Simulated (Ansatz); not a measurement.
Take WC (space group P-6m2, No. 187; relaxed with 0.1 eV smearing) as the base.

```
WC
1.0
    2.91268     0.00000     0.00000
   -1.45634     2.52245     0.00000
    0.00000     0.00000     2.83536
W C
1 1
Direct
  0.00000   0.00000   0.00000
  0.66667   0.33333   0.50000
```

Cartesian axes are those of the cell as printed.

Calculations: r2SCAN, PAW, 500 eV (Ansatz, an electronic-structure program; spin-orbit coupling left out).

For the base:

```
Item        Value
--------  -------
Pressure  0.0 GPa
```

Perturbation: biaxial strain +2.15 %, plane normal [001], relaxed out of plane (Cartesian); in-plane vectors clamped, the third vector and the atoms free.

Problem. What does the calculation give for the pressure after the change?

Solution. The pressure (mean of the normal stresses, compression positive) goes from zero to -11.9 GPa.

Problem. Estimate the effect on the out-of-plane strain.

Solution. The out-of-plane strain is -0.71 %.

Whether these cells are dynamically stable was not tested. The final runs are not spin-polarised.
